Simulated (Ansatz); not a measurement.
## C: tensor shear ε_xy = +1.43 %

Base system: C in the diamond structure (space group Fd-3m, No. 227; a = 3.5317 Å). Axes: x, y, z lie along the cube axes.

Now apply this change: tensor shear ε_xy = +1.43 % (engineering shear γ = 0.0286); the atoms relax in the strained cell.

The values are results of Ansatz (an electronic-structure program), LDA, PAW, cutoff 420 eV, no spin-orbit coupling, not measurements. k-mesh 16×16×16 (Γ-centred); smearing 0.05 eV (Fermi–Dirac).

The volume per atom is still 5.51 Å³ and the space group becomes Imma (No. 74) (base: Fd-3m (No. 227)). The energy grows by 8.4 meV/atom and the pressure (mean of the normal stresses, compression positive) goes from zero to 0.38 GPa. The band gap falls by 0.16 eV, from 4.17 eV to 4.01 eV and the gap character comes out as indirect, Γ → Γ–X (75 % along). The valence-band top at Γ (three highest levels, from the VBM) becomes 0.00, -0.08, -0.11 eV (base: 0.00, 0.00, 0.00 eV) and the valley order (the lowest conduction-band minima on the path, energy above the VBM, named in the base's zone) goes from a point along ⟨100⟩, about 1.3 Å⁻¹ from Γ 4.17 eV to a point along [001], about 1.3 Å⁻¹ from Γ 4.01 eV; a point along [100], about 1.4 Å⁻¹ from Γ 4.14 eV; Γ 5.16 eV. The stress (xx, yy, zz, yz, xz, xy; compression positive) is (0.55, 0.55, 0.05, 0.00, 0.00, -16.97) GPa.

Final structure:

```
C
1.0
    0.02525     1.76587     1.76587
    1.76587     0.02525     1.76587
    1.79112     1.79112     0.00000
C
2
Cartesian
  0.00000   0.00000   0.00153
  0.89556   0.89556   0.88141
```

Cost of the whole job for the changed cell (relaxation, final SCF and bands): very roughly 22 core-seconds.

No phonon test of stability was made. k-point labels follow each cell's own Brillouin zone.
